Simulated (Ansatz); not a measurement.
Consider MoSi2 (space group I4/mmm, No. 139; relaxed with 0.1 eV smearing).

```yaml
crystal:
  lattice:
    - [-1.60839, 1.60839, 3.93729]
    - [1.60839, -1.60839, 3.93729]
    - [1.60839, 1.60839, -3.93729]
  atoms:
    - { symbol: Si, position: [0.66492, 0.66492, 0.00000] }
    - { symbol: Si, position: [0.33508, 0.33508, 0.00000] }
    - { symbol: Mo, position: [0.00000, 0.00000, 0.00000] }
```

Cartesian axes are those of the cell as printed.

The values are results of Ansatz (an electronic-structure program), PBE, PAW, cutoff 420 eV, no spin-orbit coupling, not measurements.

Base values:

The pressure is 0.0 GPa. The shortest interatomic distance is 259.7 pm.

The change: biaxial strain +1.00 %, plane normal [001], relaxed out of plane (Cartesian); in-plane vectors clamped, the third vector and the atoms free.

Q: What happens to the out-of-plane strain?

A: The out-of-plane strain amounts to -0.35 %.

Q: What happens to the pressure?

A: The pressure (mean of the normal stresses, compression positive) goes from zero to -3.0 GPa.

Q: Predict the new shortest interatomic distance.

A: The shortest interatomic distance decreases by 1.1 pm (259.7 pm → 258.6 pm).

Q: How does this affect the energy relative to the base?

A: The energy rises by 3.9 meV/atom.

Whether these cells are dynamically stable was not tested. The final runs are not spin-polarised.
